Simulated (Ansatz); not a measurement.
Worked example: self-consistent single point of a (001) slab of MgS (cut from a parent of space group no. 225; 8 atoms in the cell) in Ansatz (a quantum-chemistry and plane-wave program).

Computed with LDA (PW92), default PAW files made with PBE (plane waves; Ansatz).

```
MgS
1.0
    3.68799     0.00000     0.00000
   -3.68799     3.68799     0.00000
    0.00000     0.00000    21.82341
Mg S
4 4
Cartesian
  0.00000   0.00000   9.60780
 -1.84399   1.84399   6.99999
  0.00000   0.00000  14.82342
 -1.84399   1.84399  12.21561
 -1.84399   1.84399   9.60780
  0.00000   0.00000   6.99999
 -1.84399   1.84399  14.82342
  0.00000   0.00000  12.21561
```

Reference input (self-consistent single point, DFT, LDA (PW92), plane waves, default PAW files made with PBE): basis.ecutwfc = 30.9 Ry; kpoints.mp_grid.grid = 9 9 1; hamiltonian.xc = lda; hamiltonian.pseudopotentials = {kind: paw} (the program's default PAW files); scf.occupations.method = fermi_dirac; scf.occupations.width = 0.0037 Ry. This run's input differs from it in these lines:

Ansatz 0.2 input:
```diff
@@ -15,3 +15,3 @@
 basis:
-  ecutwfc: 30.9 Ry
+  ecutwfc: 26.1 Ry
 kpoints:
```

Output, abridged:

```
SCF iter   1: F=—  HF=-11095.507418 eV  |F-HF|=—  |Δ(HF+E_count)|=         —  Δρ=4.55e-3  dr2=3.90e-2  ethr=1.77e-3  ⟨swp⟩=11.5  Hψ=3003  notcnv=0
all-band conjugate gradients solve this SCF's bands
preconditioner: auto → Resta (q_TF=auto, 2.113 Å⁻¹)
SCF iter   2: F=—  HF=-11095.488977 eV  |F-HF|=—  |Δ(HF+E_count)|=   1.84e-2  Δρ=2.01e-3  dr2=9.25e-3  ethr=6.09e-5  ⟨swp⟩=2.1  Hψ=1232  notcnv=0  defer=30
   [... lines left out ...]
SCF iter   4: F=—  HF=-11095.485626 eV  |F-HF|=—  |Δ(HF+E_count)|=   1.76e-4  Δρ=1.40e-4  dr2=9.74e-5  ethr=1.41e-6  ⟨swp⟩=2.0  Hψ=748  notcnv=0  defer=30
SCF iter   5: F=—  HF=-11095.485670 eV  |F-HF|=—  |Δ(HF+E_count)|=   4.43e-5  Δρ=2.43e-5  dr2=2.67e-6  ethr=1.52e-7  ⟨swp⟩=2.0  Hψ=761  notcnv=0  defer=30
SCF iter   6: F=—  HF=-11095.485670 eV  |F-HF|=—  |Δ(HF+E_count)|=   2.44e-7  Δρ=9.43e-6  dr2=3.47e-7  ethr=4.17e-9  ⟨swp⟩=2.1  Hψ=805  notcnv=0  defer=31
SCF iter   7: F=-11095.485670 eV  HF=-11095.485670 eV  |F-HF|=1.01e-8  |Δ(HF+E_count)|=   1.20e-7  Δρ=1.29e-6  dr2=2.25e-8  ethr=1.56e-10  ⟨swp⟩=13.9  Hψ=2797  notcnv=0
SCF 1 converged in 7 iterations: F = -11095.485670 eV  dr2 = 2.25e-8
Free energy (F): -11095.485670 eV
Internal energy: -11095.485670 eV  (E = F + TS)
E sigma→0 (E₀):  -11095.485670 eV
Fermi energy:    1.537725 eV
--- Forces (eV/Å), atoms counted from 1 ---
  atom   1  Mg     0.00000000     0.00000000    -0.06645186
  atom   2  Mg     0.00000000     0.00000000     0.73630646
  atom   3  Mg     0.00000000     0.00000000    -0.73630646
  atom   4  Mg     0.00000000     0.00000000     0.06645186
  atom   5  S      0.00000000     0.00000000    -0.03712082
  atom   6  S      0.00000000    -0.00000000    -0.32443110
  atom   7  S      0.00000000     0.00000000     0.32443110
  atom   8  S      0.00000000     0.00000000     0.03712082
--- Stress (GPa, compression-positive) ---
       -3.245040       0.000000       0.000000
        0.000000      -3.245040       0.000000
        0.000000       0.000000      -1.587524
  P = ⅓ Tr σ = -2.6925 GPa (-26.925 kbar)
  The stress holds the Pulay correction. Without it, at fixed plane waves, as pw.x and ABINIT print it: P = -2.7633 GPa
```

The run converged in 7 iterations. Against the reference run the free energy rises by 1.3 meV/atom, the largest force stays at 0.736 eV/Å and the gap on the mesh moves little (2.592 to 2.593 eV).

The starting cell has typed, rounded lattice constants, without a prior relaxation at this level. The slab is cut from that crystal, and its faces are unrelaxed. Its lattice was rescaled by up to half a per cent. Spin polarisation is off, though cut faces can carry moments; a gap of a slab can lie between surface states. The cutoff lies below the one recommended for these files.
